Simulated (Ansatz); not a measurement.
## A constructed model of the (100) surface of fcc Pt, a pseudomorphic layer of W in the host's stacking (bottom of the slab: a bare face, its two planes held)

Calculation: PBE (plane waves to 420 eV, PAW; Ansatz, a first-principles code).

Model: 7-atom slab, 12.3 Å thick at the start, 13x13x1 mesh, Fermi-Dirac 0.1 eV, dipole correction, 2 atoms held, the rest relaxed; symmetry of the start imposed; no spin, no spin-orbit, no U. It is one candidate, not shown to be the stable structure of the face.

| Property | Result |
|---|---|
| work function of the top face | 5.12 eV |
| energy released by relaxation | 0.78 eV |
| cost | around 4 core-minutes (rough) |
